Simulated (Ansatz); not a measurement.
SiC (model structure, from the CdTe type, P6₄22, No. 181) was calculated with HSE06 (Ansatz, an electronic-structure program, PAW).

Settings: plane-wave cutoff 460 eV, 9×9×4 k mesh (along the axes of the cell as run), Fermi–Dirac smearing 0.05 eV, scalar-relativistic PAW data made under PBE.

The cell is the one relaxed with PBEsol. Conventional cell: a = 3.0657 Å, b = 3.0657 Å, c = 7.0311 Å, α = 90.00°, β = 90.00°, γ = 120.00°.

```xyz
6
Lattice="3.0657 0.0000 0.0000 -1.5329 2.6550 0.0000 0.0000 0.0000 7.0311" Properties=species:S:1:pos:R:3 pbc="T T T"
Si    -0.7664     1.3274     4.6874
Si     0.7665     1.3275     0.0000
Si     1.5328     0.0000     2.3437
C     -0.7664     1.3274     1.1719
C      0.7664     1.3275     3.5156
C      1.5328     0.0000     5.8593
```

Question: List the 15 lowest band energies at Γ above −25 eV (eV, relative to the valence band maximum), grouping those that round alike.

Answer: At Γ: -18.64, -15.83 (×2), -7.36 (×2), -3.48, -1.82 (×2), -0.37 (×2), -0.26, 0.00, 4.38 (×2), 5.43.

Note: PBE has no gap here, and a hybrid on a coarse mesh can open a false one; the cell keeps the symmetry of its start, so it can be a saddle point; cell and atoms aren't relaxed at this level (pressure -1.5 GPa).

A model structure was made by putting elements into a prototype or built by hand; it is no filed structure, need not be a known phase, and can be a saddle point held by its symmetry.
